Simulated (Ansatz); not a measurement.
Base system: Ge (space group I4/mmm, No. 139; a = 7.051 Å, c = 4.073 Å; a hypothetical phase, not in the database extracts checked).

(Cell as relaxed with PBE.)

Levels (all Ansatz, an electronic-structure program, PAW): PBE (420 eV, no spin-orbit coupling); PBEsol (420 eV, no spin-orbit coupling).

Each level relaxes its own structure.

```tsv
base	PBE	PBEsol
volume per atom	25.31 Å³	24.21 Å³
lattice parameter a	13.325 bohr	13.130 bohr
band gap	zero	zero
```

Modification: a hydrostatic pressure of 1.5 GPa.

```tsv
quantity	PBE	PBEsol
band gap	zero	…
volume per atom	24.66 Å³	…
c/a ratio	0.579	…
```

**Question.** What does PBEsol give?

**Answer.** 
- band gap, PBEsol: zero
- volume per atom, PBEsol: 23.65 Å³
- c/a ratio, PBEsol: 0.578

PBE's volume per atom lies 1.01 Å³ above PBEsol's (4.3 %); the two agree on the band gap. Neither level is exact; PBEsol is the comparison here, not a measurement.

A case with no gap was solved on a k-mesh chosen for an insulator, which is coarse for it. Load acts through the strain it causes; cell and atoms are relaxed under it. No phonon test of stability was made. A zero or small gap of Ge can be the functional's error rather than a property of the material.
